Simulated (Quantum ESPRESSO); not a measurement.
Worked example: self-consistent single point of ReTc (P-6m2, 2 atoms in the cell) in Quantum ESPRESSO.

Method: PBEsol, GBRV 1.5 ultrasoft (PBESOL) pseudopotentials (plane waves; Quantum ESPRESSO).

The change in words: lattice scaled by 0.98. Reference geometry:
```
CELL_PARAMETERS angstrom
      2.74930     0.00000     0.00000
     -1.37465     2.38096     0.00000
      0.00000     0.00000     4.44027
ATOMIC_POSITIONS crystal
  Tc 0.66667 0.33333 0.00000
  Re 0.00000 0.00000 0.50000
```

Reference input (self-consistent single point, DFT, PBEsol, plane waves, GBRV 1.5 ultrasoft (PBESOL) pseudopotentials): ecutwfc = 40 Ry; ecutrho = 320 Ry; occupations = smearing; smearing = gaussian; degauss = 0.0147 Ry; potentials = {Tc: tc_pbesol_v1.uspp.F.UPF, Re: re_pbesol_v1.2.uspp.F.UPF}; K_POINTS = automatic 11 11 6 0 0 0; conv_thr = 1e-10 Ry; mixing_beta = 0.7. This run's input differs from it in these lines:

```diff
@@ -10,3 +10,3 @@
   ibrav = 0
-  celldm(1) = 5.19542442
+  celldm(1) = 5.09151624
   nat = 2
@@ -28,4 +28,4 @@
    1.00000000     0.00000000     0.00000000
-  -0.50000000     0.86602541     0.00000000
-   0.00000000     0.00000000     1.61505462
+  -0.50000000     0.86602540     0.00000000
+   0.00000000     0.00000000     1.61505467
 ATOMIC_POSITIONS {crystal}
```

Log, with long lists cut:

```
     Self-consistent Calculation

     iteration #  1     ecut=    40.00 Ry     beta= 0.70

     negative rho (up, down):  2.767E-01 0.000E+00

     total energy              =    -364.28081855 Ry
     estimated scf accuracy    <       0.92556483 Ry

     iteration #  2     ecut=    40.00 Ry     beta= 0.70

     negative rho (up, down):  2.772E-01 0.000E+00

     total energy              =    -364.27271372 Ry
     estimated scf accuracy    <       0.63084894 Ry

     iteration #  3     ecut=    40.00 Ry     beta= 0.70

     negative rho (up, down):  2.741E-01 0.000E+00

     total energy              =    -364.19730429 Ry
     estimated scf accuracy    <       4.21314281 Ry

   [... 7 blocks of this kind left out ...]

     iteration # 11     ecut=    40.00 Ry     beta= 0.70

     negative rho (up, down):  2.744E-01 0.000E+00

     total energy              =    -364.55836979 Ry
     estimated scf accuracy    <          7.6E-10 Ry

     iteration # 12     ecut=    40.00 Ry     beta= 0.70

     negative rho (up, down):  2.744E-01 0.000E+00
     End of self-consistent calculation

     the Fermi energy is    25.0582 ev

!    total energy              =    -364.55836979 Ry
     estimated scf accuracy    <          6.6E-13 Ry
     smearing contrib. (-TS)   =      -0.00224837 Ry
     internal energy E=F+TS    =    -364.55612142 Ry

     convergence has been achieved in  12 iterations

     negative rho (up, down):  2.744E-01 0.000E+00

     Forces acting on atoms (cartesian axes, Ry/au):

     atom    1 type  1   force =     0.00000000    0.00000000    0.00000000
     atom    2 type  2   force =     0.00000000    0.00000000    0.00000000

     Total force =     0.000000     Total SCF correction =     0.000000

     negative rho (up, down):  2.744E-01 0.000E+00
          total   stress  (Ry/bohr**3)                   (kbar)     P=      163.74
   0.00114089  -0.00000000   0.00000000          167.83       -0.00        0.00
  -0.00000000   0.00114089   0.00000000           -0.00      167.83        0.00
   0.00000000   0.00000000   0.00105741            0.00        0.00      155.55

   JOB DONE.
```

The run converged in 12 iterations. Against the reference run the free energy goes up by 25.9 meV/atom and the pressure goes from -6.66 to 16.37 GPa.

The starting cell comes from a database of computed structures (which also holds hypothetical and non-ambient phases and stackings), without a prior relaxation at this level. For this run, on top of that: lattice scaled by 0.98. Spin polarisation is off. With a pressure of about 16 GPa the cell is away from its equilibrium volume at this level.
